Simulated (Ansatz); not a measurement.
SrHfN₂ (R-3m, No. 166, 4 atoms in the cell; start mp-9383), treated with r²SCAN (plane waves, PAW; Ansatz, a quantum-chemistry and plane-wave program).

Settings: plane-wave cutoff 600 eV, 12×12×12 k mesh, scalar-relativistic PAW data made under PBE.

Cell (relaxed at this level):

```yaml
crystal:
  lattice:
    - [1.67047, 0.96445, 5.90402]
    - [-1.67047, 0.96445, 5.90402]
    - [0.00000, -1.92889, 5.90402]
  atoms:
    - { symbol: Sr, position: [0.00000, 0.00000, 0.00000] }
    - { symbol: Hf, position: [0.50000, 0.50000, 0.50000] }
    - { symbol: N, position: [0.23281, 0.23281, 0.23281] }
    - { symbol: N, position: [0.76719, 0.76719, 0.76719] }
```

Give the computed Voigt–Reuss–Hill bulk modulus, polycrystal shear modulus (Hill average), Young modulus and Poisson ratio.


- Voigt–Reuss–Hill bulk modulus: 167 GPa
- polycrystal shear modulus (Hill average): 123 GPa
- Young modulus: 297 GPa
- Poisson ratio: 0.205

Note: the relaxation could not lower the start's symmetry, so the cell can be a saddle point above a distorted one.

Elastic constants are with the ions relaxed.

Spin–orbit coupling is not included.

It cost around 25 core-minutes (rough) of CPU time.

A start named mp-… is a Materials Project structure, which need not be a measured phase.
